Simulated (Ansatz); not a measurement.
## TiO2, response to strain

The reference is TiO$_{2}$ in the anatase structure (space group I4_1/amd, No. 141; a = 3.7698 Å, c = 9.5518 Å). Axes: x, y, z lie along a, b, c of the conventional cell.

Strains are applied to the cell and any free atomic positions relax; under biaxial strain the out-of-plane vector relaxes too.

Computed with Kohn–Sham DFT with the PBEsol functional, run in Ansatz (a program for electronic structure) with PAW and 420 eV plane waves, no spin-orbit coupling.

Notes on the quantities. pressure: mean of the normal stresses, compression positive.

| variant | smallest direct gap | shortest interatomic distance | pressure |
|---|---|---|---|
| base | 2.44 eV | 1.928 Å | 0.00 GPa |
| biaxial strain −4.24 %, plane normal [001], relaxed out of plane | (withheld) | (withheld) | (withheld) |
| biaxial strain −3.66 %, plane normal [001], relaxed out of plane | 2.77 eV | 1.886 Å | 6.50 GPa |
| biaxial strain +0.75 %, plane normal [001], relaxed out of plane | 2.40 eV | 1.938 Å | -1.44 GPa |
| isotropic strain −5.69 % | 2.70 eV | 1.808 Å | 52.22 GPa |
| isotropic strain +0.20 % | 2.43 eV | 1.932 Å | -1.19 GPa |
| uniaxial strain ε_zz = +5.33 % | 2.44 eV | 1.946 Å | -8.21 GPa |
| tensor shear ε_xy = −3.20 % | 2.31 eV | 1.929 Å | 0.08 GPa |
| tensor shear ε_xz = +3.65 % | 2.46 eV | 1.923 Å | -0.38 GPa |

Complete the table.


- biaxial strain −4.24 %, plane normal [001], relaxed out of plane, smallest direct gap: 2.84 eV
- biaxial strain −4.24 %, plane normal [001], relaxed out of plane, shortest interatomic distance: 1.880 Å
- biaxial strain −4.24 %, plane normal [001], relaxed out of plane, pressure: 7.53 GPa

Semilocal Kohn–Sham gaps tend to fall short of experiment. Whether these cells are dynamically stable was not tested. The final runs are not spin-polarised.
